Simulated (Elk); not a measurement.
Band structure of PIr2 (Fm-3m, 3 atoms in the cell).

```xyz
3
Lattice="0.0000 2.7787 2.7787 2.7787 0.0000 2.7787 2.7787 2.7787 0.0000" Properties=species:S:1:pos:R:3 pbc="T T T"
P      0.0000     0.0000     0.0000
Ir     1.3894     1.3894     1.3894
Ir     4.1681     4.1681     4.1681
```

Computed with LDA (PW92), all-electron FP-LAPW, Elk's shipped species files, default APW+lo basis in Elk 10.2.4.

Settings: xctype = 3; rgkmax = 7; stype = 0; swidth = 0.00183747 Ha; ngridk = 10 10 10; rmtscf = 0.85.

The starting cell comes from a database of computed structures (which also holds hypothetical and non-ambient phases and stackings), without a prior relaxation at this level. Spin-orbit coupling is off. Spin polarisation is off. Values depend on the basis (sphere radii, cutoffs, local orbitals), which need not be converged.

Levels in eV from the Fermi level, bands 29 to 36:
```
point     29     30     31     32    33    34    35    36
-----  -----  -----  -----  -----  ----  ----  ----  ----
Γ      -0.53   0.27   1.55   1.55  4.29  4.29  4.29  5.07
X      -2.40  -0.85  -0.85  -0.05  1.43  1.66  5.40  6.40
W      -2.51  -1.73  -1.38  -1.00  1.77  1.77  7.34  7.34
K      -2.13  -1.95  -1.27  -0.84  1.81  1.97  5.30  8.07
L      -2.77  -2.60  -2.60  -2.50  3.59  4.31  4.31  8.12
U      -2.13  -1.95  -1.27  -0.84  1.81  1.97  5.30  8.07
```

Bands cross the Fermi level along this path, so the cell is metallic at this level.
